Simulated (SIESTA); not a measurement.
SIESTA run on Ti (P6_3/mmc, 2 atoms in the cell): self-consistent single point.

Level of theory: GGA PBE, numerical atomic orbitals DZP, PseudoDojo PBE standard norm-conserving potentials (rewritten from UPF to PSML) (SIESTA).

The change in words: lattice scaled by 0.98. Reference geometry:
```yaml
crystal:
  lattice:
    - [1.47500, -2.55477, 0.00000]
    - [1.47500, 2.55477, 0.00000]
    - [0.00000, 0.00000, 4.68000]
  atoms:
    - { symbol: Ti, position: [0.33333, 0.66667, 0.25000] }
    - { symbol: Ti, position: [0.66667, 0.33333, 0.75000] }
```

Reference input (self-consistent single point, DFT, GGA PBE, numerical atomic orbitals DZP, PseudoDojo PBE standard norm-conserving potentials (rewritten from UPF to PSML)): XC.functional = GGA; XC.authors = PBE; potentials = PseudoDojo PBE standard; PAO.BasisSize = DZP; PAO.EnergyShift = 0.01 Ry; MeshCutoff = 300 Ry; kgrid.MonkhorstPack = 13 13 7; OccupationFunction = FD; ElectronicTemperature = 0.1 eV; MaxSCFIterations = 150; SCF.Mixer.Method = Broyden; SCF.Mixer.Weight = 0.1. This run's input differs from it in these lines:

```diff
@@ -11,5 +11,5 @@
 %block LatticeVectors
-     1.475000000   -2.554774940    0.000000000
-     1.475000000    2.554774940    0.000000000
-     0.000000000    0.000000000    4.680000000
+     1.445500000   -2.503679000    0.000000000
+     1.445500000    2.503679000    0.000000000
+     0.000000000    0.000000000    4.586400000
 %endblock LatticeVectors
@@ -17,4 +17,4 @@
 %block AtomicCoordinatesAndAtomicSpecies
-     1.475000000    0.851591664    1.170000000  1
-     1.475000000   -0.851591664    3.510000000  1
+     1.445500000    0.834559683    1.146600000  1
+     1.445500000   -0.834559683    3.439800000  1
 %endblock AtomicCoordinatesAndAtomicSpecies
```

Log, with long lists cut:

```
        iscf     Eharris(eV)        E_KS(eV)     FreeEng(eV)     dDmax    Ef(eV) dHmax(eV)
   scf:    1    -3208.110509    -3227.026429    -3227.079520  1.480022 -4.711615  5.828271
   scf:    2    -3228.330456    -3227.698532    -3227.755249  0.049722 -4.934539  4.632235
   scf:    3    -3229.327471    -3228.861850    -3228.936936  0.180051 -5.865337  0.185839
   scf:    4    -3228.867391    -3228.865292    -3228.939474  0.006686 -5.824427  0.019444
   scf:    5    -3228.865663    -3228.865512    -3228.939556  0.004773 -5.817745  0.053125
   [... 7 lines left out ...]
   scf:   13    -3228.865473    -3228.865469    -3228.939709  0.000015 -5.829145  0.000410
   scf:   14    -3228.865476    -3228.865473    -3228.939709  0.000015 -5.829187  0.000359
   scf:   15    -3228.865478    -3228.865475    -3228.939710  0.000012 -5.829215  0.000321
   scf:   16    -3228.865480    -3228.865478    -3228.939710  0.000009 -5.829241  0.000288
SCF Convergence by DM+H criterion
max |DM_out - DM_in|         :     0.0000094746
max |H_out - H_in|      (eV) :     0.0002880213
SCF cycle converged after 16 iterations

Using DM_out to compute the final energy and forces

siesta: E_KS(eV) =            -3228.8655

siesta: E_KS - E_eggbox =     -3228.8655

siesta: Atomic forces (eV/Ang):
     1    0.000000    0.000016   -0.000000
     2   -0.000000   -0.000016   -0.000000
   Tot    0.000000   -0.000000   -0.000000
   Max    0.000016
   Res    0.000009    sqrt( Sum f_i^2 / 3N )
   Max    0.000016    constrained

Stress tensor Voigt[x,y,z,yz,xz,xy] (kbar):      -26.78      -26.84      -44.18       -0.00        0.00        0.00
(Free)E + p*V (eV/cell)    -3228.2642
Target enthalpy (eV/cell)    -3228.9397

siesta: Program's energy decomposition (eV):
siesta: FreeEng =     -3228.939710

   [... lines left out ...]
siesta:    -0.016715   -0.000000    0.000000
siesta:     0.000000   -0.016751    0.000000
siesta:     0.000000   -0.000000   -0.027577

siesta: Cell volume =         33.196987 Ang**3

siesta: Pressure (static):
siesta:                Solid            Molecule  Units
siesta:           0.00022161          0.00022161  Ry/Bohr**3
siesta:           0.02034757          0.02034730  eV/Ang**3
siesta:          32.60040365         32.59997104  kBar
```

The run converged in 16 iterations. Against the reference run the free energy goes down by 2.2 meV/atom and the pressure goes from -3.73 to 3.26 GPa.

The starting cell has typed, rounded lattice constants, without a prior relaxation at this level. For this run, on top of that: lattice scaled by 0.98. Spin polarisation is off. Values carry the incompleteness of an atom-centred basis. With a pressure of about 3 GPa the cell is away from its equilibrium volume at this level.

Cost on one core of a shared machine: roughly 40 s.
